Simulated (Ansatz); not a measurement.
The reference is ZrO2 (space group P4_2/nmc, No. 137; a = 3.621 Å, c = 5.283 Å).

Level of theory: PBE/PAW in Ansatz (a first-principles code), without spin-orbit coupling.

Base values:

- Smallest direct gap: 4.13 eV
- Electron mass: 2.3 mₑ along c, 0.61 mₑ across (at Γ)

The change: every lattice vector is stretched by 1.28 %; the atoms relax in the strained cell.

Question: What does the calculation give for the energy relative to the base after the change?

Answer: The energy goes up by 8.7 meV/atom.

Question: Estimate the effect on the smallest direct gap.

Answer: The smallest direct gap drops by 0.06 eV to 4.07 eV.

Question: Estimate the effect on the electron mass.

Answer: The electron mass goes from 2.3 mₑ along c, 0.61 mₑ across (at Γ) to 2.4 mₑ along c, 0.61 mₑ across (at Γ).

Effective masses come from finite differences of ±0.01 Å⁻¹. No phonon test of stability was made. This is not the structure that ZrO2 has at room temperature and ambient pressure.
